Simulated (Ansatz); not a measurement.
## Volume per atom of MoGe (model structure, started from the NbAs type, I4₁md, No. 109, 4 atoms in the cell) at several levels of theory

No measured value is used here.

| level (code) | value (Å³/atom) |
|---|---|
| PBE (Ansatz) | [?] |
| PBEsol (Ansatz) | 15.71 |
| PBE-D3(BJ) (Ansatz) | 15.75 |

Problem. Fill in the missing entries.

Solution. 
- PBE (Ansatz, a quantum-chemistry and plane-wave program), value (Å³/atom): 16.24

Ansatz's density-functional and Hartree–Fock values are scalar-relativistic unless marked +SOC, with PAW data made under PBE.

A model structure was made by putting elements into a prototype or built by hand; it is no filed structure, need not be a known phase, and can be a saddle point held by its symmetry.
